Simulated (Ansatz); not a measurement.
Abridged Ansatz (an electronic-structure program) output:

```
Relaxation: its limit of steps is 50 (relax.max_steps)
Pseudopotential: Au, paw, valence charge 19
Crystal: 1 atoms, lattice volume = 16.805 Å³
Basis set: ecut = 420 eV, 331 PW (Γ), exchange–correlation on 40×40×40 points (8 copies of the dense FFT grid, shifted against one another)
Bands: 14, of which v1, the nominal top of the filled ones, is band 10 counted from 1 (9 counted from 0)
Symmetry: 12 space group operations
k-points: 2045 of 21952
Functional: x = pbesol(κ = 0.804, μ = 0.12345679012345678), c = pbesol(β = 0.046)
SCF iter   1: F=—  HF=-13007.104197 eV  |F-HF|=—  |Δ(HF+E_count)|=         —  Δρ=6.33e-3  dr2=6.20e-3  ethr=1.77e-3  ⟨swp⟩=4.7  Hψ=144194  notcnv=0
SCF iter   2: F=—  HF=-13007.102746 eV  |F-HF|=—  |Δ(HF+E_count)|=   1.45e-3  Δρ=2.79e-3  dr2=1.12e-3  ethr=3.26e-5  ⟨swp⟩=1.0  Hψ=45020  notcnv=0
SCF 1 converged in 6 iterations: F = -13007.102438 eV  dr2 = 2.08e-11
relax step   1: F+E_penalty+E_count = -13007.10243795 eV  Δ(F+E_penalty+E_count) = +0.000e0 eV  max|allowed force component| = 0.000e0 eV/Å  Δτ_max = 0.0000 Å  P = +2.299 GPa  Ω = 16.805 Å³  fix = [a, b, gamma]  reactions: a +2.664, b +2.664 GPa  (6 SCF iters, dr2 threshold 1.00e-7 eV, accepted)
[... steps on the carried basis left out ...]
relax step   4: F+E_penalty+E_count = -13007.10296194 eV  Δ(F+E_penalty+E_count) = -9.026e-7 eV  max|allowed force component| = 0.000e0 eV/Å  Δτ_max = 0.0000 Å  P = +1.076 GPa  Ω = 16.920 Å³  energy of the carried Pulay correction = -3.389e-5 eV  fix = [a, b, gamma]  reactions: a +1.615, b +1.615 GPa  (3 SCF iters, dr2 threshold 2.33e-9 eV, accepted)
Crystal: 1 atoms, lattice volume = 16.920 Å³
SCF iter   1: F=—  HF=-13007.102994 eV  |F-HF|=—  |Δ(HF+E_count)|=         —  Δρ=1.21e-4  dr2=5.99e-8  ethr=2.42e-9  ⟨swp⟩=3.8  Hψ=236508  notcnv=0
SCF iter   2: F=—  HF=-13007.102995 eV  |F-HF|=—  |Δ(HF+E_count)|=   8.70e-7  Δρ=6.04e-5  dr2=1.44e-8  ethr=3.15e-10  ⟨swp⟩=1.0  Hψ=28630  notcnv=0
SCF 5 converged in 5 iterations: F = -13007.102995 eV  dr2 = 8.63e-14
SCF converged after 5 iterations
Free energy (F): -13007.102995 eV
Internal energy: -13007.093958 eV  (E = F + TS)
E sigma→0 (E₀):  -13007.098477 eV
Entropy (-TS):   -0.009037 eV (-9.037 meV/atom)
Fermi energy:    20.669610 eV
--- Forces (eV/Å), atoms counted from 1 ---
  atom   1  Au    -0.00000000     0.00000000     0.00000000
--- Stress (GPa, compression-positive) ---
        1.613570       0.000000       0.000000
        0.000000       1.613570       0.000000
        0.000000       0.000000      -0.003223
  P = ⅓ Tr σ = 1.0746 GPa (10.746 kbar)
--- Relaxed structure (4 steps of the walk, 4 accepted, 1 SCFs on fresh bases) ---
  cell:  # Å, volume = 16.9201 Å³
    - [2.8631319014011303, -8.554331727887527e-51, -2.7807151983653244e-34]
    - [1.4315659507005651, 2.4795449609990214, -6.394469718924154e-17]
    - [1.4315659507005651, -0.8265149869996739, 2.3833662070462305]
  atoms:
    - { symbol: Au, position: [0.0, 0.0, 0.0] }
```

**Question.** What was computed, and what are the main results?

**Answer.** Au, 1 atom in the cell, with PBEsol (Ansatz; PAW; 420 eV plane waves; no spin-orbit coupling). The last SCF converged to F = -13007.102995 eV, or -13007.1030 eV per atom, at a pressure of 1.07 GPa. The total energy compares only with runs of the same code, potentials and settings.

The cells carry an imposed strain or load. Whether these cells are dynamically stable was not tested. The cell was made from Au in the fcc (Cu type) structure (space group Fm-3m, No. 225) by this change: biaxial strain −0.83 %, plane normal [111], relaxed out of plane.

Keys are those of Ansatz 0.2.
